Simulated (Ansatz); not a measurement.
# Band gap of rock-salt alkali halides: LDA against PBE

Ansatz (plane waves, PAW); cells keep the symmetry of their structure type. Ansatz (a first-principles code) is a plane-wave DFT program; potentials: the later of its two PAW sets. No spin-orbit coupling. PBE gaps are read at band edges searched over the zone in cells relaxed at that level, LDA gaps at band edges searched over the zone in cells relaxed at that level. The two cells differ, so the slope holds a volume effect too.

Here x stands for PBE gap and y for LDA gap.

```
solid  PBE gap (eV)  LDA gap (eV)
-----  ------------  ------------
NaI            3.58             ?
KI             3.86          3.87
RbBr           4.19          4.16
KBr            4.31          4.32
KF             5.96          6.37
NaF            6.09          6.46
```

Problem. Fit y against x with a straight line, and predict the withheld value at x = 3.58.

Solution. With u = x - 4.9, the rows have u = -1.0400, -0.7100, -0.5900, 1.0600, 1.1900. Means: u -0.018000, y 5.036. About the means, the sum of products is 5.3656 and the sum of squares of u is 4.4719; the slope is their ratio. Least squares gives y = 5.058 + 1.1999·u. Residuals (row less fit): 0.060, -0.046, -0.030, 0.040, -0.026; standard error 0.054 (degrees of freedom: 3). The slope is 1.20 with a standard error of 0.026. At the withheld row, u = -1.3200, so y = 5.058 + 1.1999 × (-1.3200) = 3.474 eV. The calculation gives 3.62 eV, 0.146 eV above the prediction (5.1 % of the range of y in the table). The row lies outside the fitted rows, so this is an extrapolation. From the scatter of the fitted rows alone, a prediction at this place has a standard error of 0.068 eV, so the miss is 2.1 times that.

Spin-orbit coupling is left out, which can shift this property for NaI, KI, RbBr, KBr. The rows are a random draw from the solids of this series computed here; series whose standard error about the line passes 12 to 30 % of the range of y, or with no trend, aren't shown in this form.
